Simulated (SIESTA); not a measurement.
Worked example: self-consistent single point of Mg (P-3m1, 2 atoms in the cell) in SIESTA.

Method of the run: SIESTA with LDA PW92, numerical atomic orbitals DZP, PseudoDojo LDA standard norm-conserving potentials (rewritten from UPF to PSML).

```
CELL_PARAMETERS angstrom
      1.60018    -2.77160     0.00000
      1.60018     2.77160     0.00000
      0.00000     0.00000     5.19437
ATOMIC_POSITIONS crystal
  Mg 0.33333 0.66667 0.25963
  Mg 0.66667 0.33333 0.75000
```

Reference input (self-consistent single point, DFT, LDA PW92, numerical atomic orbitals DZP, PseudoDojo LDA standard norm-conserving potentials (rewritten from UPF to PSML)): XC.functional = LDA; XC.authors = PW92; potentials = PseudoDojo LDA standard; PAO.BasisSize = DZP; PAO.EnergyShift = 0.005 Ry; MeshCutoff = 350 Ry; kgrid.MonkhorstPack = 12 12 7; OccupationFunction = FD; ElectronicTemperature = 0.1 eV; MaxSCFIterations = 150; SCF.Mixer.Method = Broyden; SCF.Mixer.Weight = 0.2. This run's input differs from it in these lines:

```diff
@@ -27,8 +27,8 @@
 %block kgrid.MonkhorstPack
-   12   0   0  0.0
-    0  12   0  0.0
-    0   0   7  0.0
+   28   0   0  0.0
+    0  28   0  0.0
+    0   0  15  0.0
 %endblock kgrid.MonkhorstPack
 OccupationFunction           FD
-ElectronicTemperature        0.1 eV
+ElectronicTemperature        0.02 eV
```

Log, with long lists cut:

```
        iscf     Eharris(eV)        E_KS(eV)     FreeEng(eV)     dDmax    Ef(eV) dHmax(eV)
   scf:    1    -3219.243860    -3224.800951    -3224.801978  0.879809 -3.288018  2.833586
   scf:    2    -3224.833682    -3224.817450    -3224.818494  0.019079 -3.311350  2.192269
   scf:    3    -3224.861986    -3224.841122    -3224.842239  0.060804 -3.390397  0.025206
   scf:    4    -3224.841143    -3224.841134    -3224.842251  0.000828 -3.391910  0.004936
   scf:    5    -3224.841143    -3224.841139    -3224.842257  0.000760 -3.392769  0.002761
   scf:    6    -3224.841140    -3224.841140    -3224.842257  0.000169 -3.393168  0.001922
   scf:    7    -3224.841140    -3224.841140    -3224.842257  0.000112 -3.393439  0.001426
   scf:    8    -3224.841140    -3224.841140    -3224.842257  0.000085 -3.393648  0.001058
   scf:    9    -3224.841140    -3224.841140    -3224.842258  0.000064 -3.393807  0.000779
SCF Convergence by DM+H criterion
max |DM_out - DM_in|         :     0.0000644809
max |H_out - H_in|      (eV) :     0.0007791071
SCF cycle converged after 9 iterations

Using DM_out to compute the final energy and forces

siesta: E_KS(eV) =            -3224.8411

siesta: E_KS - E_eggbox =     -3224.8411

siesta: Atomic forces (eV/Ang):
     1   -0.000000   -0.000003   -0.183723
     2    0.000000    0.000003    0.183997
   Tot    0.000000   -0.000000    0.000274
   Max    0.183997
   Res    0.106151    sqrt( Sum f_i^2 / 3N )
   Max    0.183997    constrained

Stress tensor Voigt[x,y,z,yz,xz,xy] (kbar):       -6.90       -6.90       -8.95       -0.00        0.00        0.00
(Free)E + p*V (eV/cell)    -3224.6242
Target enthalpy (eV/cell)    -3224.8423

siesta: Program's energy decomposition (eV):
siesta: FreeEng =     -3224.842258

   [... lines left out ...]
siesta: Cell volume =         46.074851 Ang**3
siesta:           7.58218289          2.15384355  kBar
   [... lines left out ...]
               3px
   1 10.000   1.997   1.536  -0.454   2.016   2.015   2.016   0.303   0.267
              0.303
   2 10.000   1.997   1.536  -0.454   2.016   2.015   2.016   0.303   0.267
              0.303

mulliken: Qtot =       20.000

Mulliken Atomic Populations:
Atom #   charge [q] valence [e]  Species
     1    -0.000015   10.000015  Mg
     2     0.000015    9.999985  Mg
 Total     0.000000
```

The run converged in 9 iterations. Against the reference run the free energy rises by 5.9 meV/atom, the pressure stays near 0.76 GPa while the zz stress (positive for compression) goes from 0.43 to 0.89 GPa and the largest force hardly changes (0.183 to 0.184 eV/Å).

The starting cell has typed, rounded lattice constants, without a prior relaxation at this level. Its lattice was rescaled by up to half a per cent. One atom was moved a little off its site on purpose. Values carry the incompleteness of an atom-centred basis.

Cost on one core of a shared machine: roughly 50 s.
